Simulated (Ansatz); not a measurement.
Take ZnSe in the zinc blende structure (space group F-43m, No. 216; a = 5.568 Å) as the base. Axes: x, y, z lie along the cube axes.

Level of theory: DFT with LDA, PAW potentials and a 420 eV plane-wave cutoff in Ansatz (an electronic-structure program), scalar-relativistic without spin-orbit coupling.

Strains are applied to the cell and any free atomic positions relax.

One change was made to it. Results:

```csv
quantity,base,after
energy relative to the base (free energy F),0 meV/atom,+6.0 meV/atom
shortest interatomic distance,2.411 Å,2.387 Å
band gap,1.25 eV,1.30 eV
```

Q: Which change produced these results?
(A) uniaxial strain ε_zz = −3.00 %
(B) uniaxial strain ε_zz = +2.00 %
(C) uniaxial strain ε_zz = −2.50 %

A: A, uniaxial strain ε_zz = −3.00 %. For comparison, the energy relative to the base in the other runs: uniaxial strain ε_zz = −2.50 % gives +4.2 meV/atom; uniaxial strain ε_zz = +2.00 % gives +2.6 meV/atom.

Gaps are read on the SCF mesh and a high-symmetry path. Whether these cells are dynamically stable was not tested.
